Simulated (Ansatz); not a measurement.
This concerns the energy of the reaction as written. Reaction: 2 cell B → cell A. A negative value means that the right-hand side lies lower.

Cell A: a sheet of composition V2, 2 atoms, hexagonal cell of 2.89 Å (7.2 Å²), symmetry P-3m1, 1.6 Å thick under 15 Å of vacuum, in-plane vectors relaxed; planes from bottom to top: V × 2; a model cell; spin state with PBE: no moments, k-point mesh 18×18×1.
```
V
1.0
    2.88973     0.00000     0.00000
   -1.44486     2.50258     0.00000
    0.00000     0.00000    16.84751
V
2
Direct
  0.33333   0.66667   0.54772
  0.66667   0.33333   0.45228
```

Cell B: a sheet of composition V, 1 atom, hexagonal cell of 2.44 Å (5.2 Å²), symmetry P6/mmm, 0.0 Å thick under 16 Å of vacuum, in-plane vectors relaxed; planes from bottom to top: V; a model cell; spin state with PBE: no moments, k-point mesh 30×30×1.
```yaml
crystal:
  lattice:
    - [2.44388, 0.00000, 0.00000]
    - [-1.22194, 2.11646, 0.00000]
    - [0.00000, 0.00000, 16.00000]
  atoms:
    - { symbol: V, position: [0.00000, 0.00000, 0.50000] }
```

Plane-wave PAW calculations with Ansatz (an electronic-structure program), its default PAW set, cutoff 420 eV. The structures are at rest with PBE. Neutral cells; Fermi-Dirac smearing of at most 0.10 eV in the solids, energies taken to zero width. A dispersion term (D3(BJ), or D4 for r2SCAN) was computed beside these levels and is taken off wherever the name lacks it. No zero-point or thermal terms. The cells' k-point meshes differ in density, so the last digit is unsettled. Cell A has symmetry P-3m1 and got no random move, so less symmetric positions, which may lie lower, weren't tried. Cell B has symmetry P6/mmm and got no random move, so less symmetric positions, which may lie lower, weren't tried.

Question: Give the value at the level PBE.

Answer: -1.68 eV, for 2 cell B → cell A.
